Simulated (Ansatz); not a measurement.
The reference is SnO2 in the rutile structure (space group P4_2/mnm, No. 136; a = 4.7692 Å, c = 3.2120 Å).

Calculations: plane-wave PAW DFT at the PBEsol level (Ansatz, a program for electronic structure, 420 eV), spin-orbit coupling left out.

Before the change:

* **Valence-band top at Γ**: 0.00, -0.77, -0.77 eV
* **Lattice parameter a**: 4.769 Å
* **Electron mass**: 0.17 mₑ along c, 0.19 mₑ across (at Γ)

One thing is altered: a negative pressure, −2 GPa.

Question: How does this affect the valence-band top at Γ, lattice parameter a and electron mass?

Answer: The valence-band top at Γ (three highest levels, from the VBM) stays 0.00, -0.77, -0.77 eV; the lattice parameter a grows by 0.022 Å, from 4.769 Å to 4.791 Å; the electron mass goes from 0.17 mₑ along c, 0.19 mₑ across (at Γ) to 0.16 mₑ along c, 0.18 mₑ across (at Γ).

The levels and masses belong to the bands next to the band gap. Load acts through the strain it causes; cell and atoms are relaxed under it. Masses are band curvatures over ±0.01 Å⁻¹ around the edge. Whether these cells are dynamically stable was not tested.
